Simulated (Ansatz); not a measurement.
The reference is LiNbO$_{3}$ (space group R3c, No. 161).

```yaml
crystal:
  lattice:
    - [2.56838, 1.48285, 4.62904]
    - [-2.56838, 1.48285, 4.62904]
    - [0.00000, -2.96571, 4.62904]
  atoms:
    - { symbol: Li, position: [0.70208, 0.70208, 0.70208] }
    - { symbol: Li, position: [0.20208, 0.20208, 0.20208] }
    - { symbol: Nb, position: [0.98410, 0.98410, 0.98410] }
    - { symbol: Nb, position: [0.48410, 0.48410, 0.48410] }
    - { symbol: O, position: [0.62226, 0.87652, 0.26475] }
    - { symbol: O, position: [0.87652, 0.26475, 0.62226] }
    - { symbol: O, position: [0.26475, 0.62226, 0.87652] }
    - { symbol: O, position: [0.76475, 0.37652, 0.12226] }
    - { symbol: O, position: [0.37652, 0.12226, 0.76475] }
    - { symbol: O, position: [0.12226, 0.76475, 0.37652] }
```

Cartesian axes are those of the cell as printed.

Computed with r2SCAN (Ansatz, an electronic-structure program; PAW; 500 eV plane waves; without spin-orbit coupling), earlier PAW set.

Base values:

- Shortest interatomic distance: 1.878 Å

It is then changed as follows: the symmetric strain tensor [-0.0031 0.0185 -0.0019; 0.0185 -0.0165 0.0068; -0.0019 0.0068 0.0044], atoms relaxed at fixed cell.

### Question
Predict the new stress.

### Answer
The stress (xx, yy, zz, yz, xz, xy; compression positive) comes out as (1.51, 3.68, 0.48, -1.06, -0.11, -2.75) GPa.

### Question
Predict the new energy relative to the base.

### Answer
The energy rises by 5.9 meV/atom.

### Question
Estimate the effect on the shortest interatomic distance.

### Answer
The shortest interatomic distance decreases by 0.016 Å to 1.862 Å.

Stability against distortions was not tested.
